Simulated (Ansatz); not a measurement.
# BN: response to strain

Base system: BN in the zinc blende structure (space group F-43m, No. 216; a = 3.6057 Å). Axes: x, y, z lie along the cube axes.

Strains are applied to the cell and any free atomic positions relax; under biaxial strain the out-of-plane vector relaxes too; under stress the whole cell relaxes.

All numbers come from PBEsol, PAW, 420 eV (Ansatz, an electronic-structure program; no SOC).

```json
[
 {"variant": "base", "gap character": "indirect, Γ → X", "band gap": "4.30 eV", "volume per atom": "5.86 Å³"},
 {"variant": "biaxial strain −0.23 %, plane normal [001], relaxed out of plane", "gap character": "indirect, Γ → X", "band gap": "4.27 eV", "volume per atom": "5.84 Å³"},
 {"variant": "isotropic strain +0.88 %", "gap character": "indirect, Γ → X", "band gap": "4.27 eV", "volume per atom": "6.02 Å³"},
 {"variant": "uniaxial strain ε_zz = −5.48 %", "gap character": "indirect, Γ → M", "band gap": "3.34 eV", "volume per atom": "5.54 Å³"},
 {"variant": "uniaxial stress, 2 GPa tension along x", "gap character": "indirect, Γ → X", "band gap": "4.27 eV", "volume per atom": "5.87 Å³"},
 {"variant": "uniaxial stress, 3 GPa compression along x", "gap character": "indirect, Γ → M", "band gap": "[?]", "volume per atom": "5.84 Å³"}
]
```

**Question.** Some entries are withheld; estimate them.

**Answer.** 
- uniaxial stress, 3 GPa compression along x, band gap: 4.21 eV

Beyond what the load breaks, stability against distortions was not tested. k-point labels follow each cell's own Brillouin zone.
